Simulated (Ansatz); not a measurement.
Pt: response to strain

The parent structure is Pt in the fcc (Cu type) structure (space group Fm-3m, No. 225; a = 3.940 Å). Axes: x, y, z lie along the cube axes.

Strains are applied to the cell and any free atomic positions relax; under biaxial strain the out-of-plane vector relaxes too; under stress the whole cell relaxes.

Level of theory: r2SCAN (Ansatz, a first-principles code), spin-orbit coupling left out.

Notes on the quantities. pressure: mean of the normal stresses, compression positive; energy relative to the base: free energy F.

```csv
variant,volume per atom,pressure,space group,energy relative to the base
base,15.29 Å³,0.0 GPa,Fm-3m (No. 225),0 meV/atom
"biaxial strain +2.49 %, plane normal [110], relaxed out of plane",15.67 Å³,-5.5 GPa,Immm (No. 71),+19 meV/atom
"biaxial strain −2.39 %, plane normal [111], relaxed out of plane",___,___,R-3m (No. 166),+18 meV/atom
isotropic strain −3.80 %,13.62 Å³,43.1 GPa,Fm-3m (No. 225),+200 meV/atom
isotropic strain +1.26 %,15.88 Å³,-9.2 GPa,Fm-3m (No. 225),+18 meV/atom
isotropic strain +4.60 %,17.50 Å³,-25.2 GPa,Fm-3m (No. 225),+0.201 eV/atom
uniaxial strain ε_xx = +0.29 %,15.34 Å³,-0.8 GPa,I4/mmm (No. 139),+0.1 meV/atom
uniaxial strain ε_yy = +5.86 %,16.19 Å³,-12.8 GPa,I4/mmm (No. 139),+48 meV/atom
"uniaxial stress, 3 GPa compression along z",15.25 Å³,–,I4/mmm (No. 139),+4.9 meV/atom
"uniaxial stress, 1 GPa tension along z",15.31 Å³,–,I4/mmm (No. 139),+0.3 meV/atom
```

Complete the table.


- biaxial strain −2.39 %, plane normal [111], relaxed out of plane, volume per atom: 15.03 Å³
- biaxial strain −2.39 %, plane normal [111], relaxed out of plane, pressure: 5.9 GPa

A biaxial case was relaxed in a doubled cell and then solved in the primitive one. Without a gap, meshes like the base's 20×20×20 leave anisotropic stresses uncertain by several tenths of a GPa, and small strain energies with them. Stability under load was not tested beyond the relaxation. The final runs are not spin-polarised. Pt lies near a magnetic instability that expansion can trigger; it was not tested.
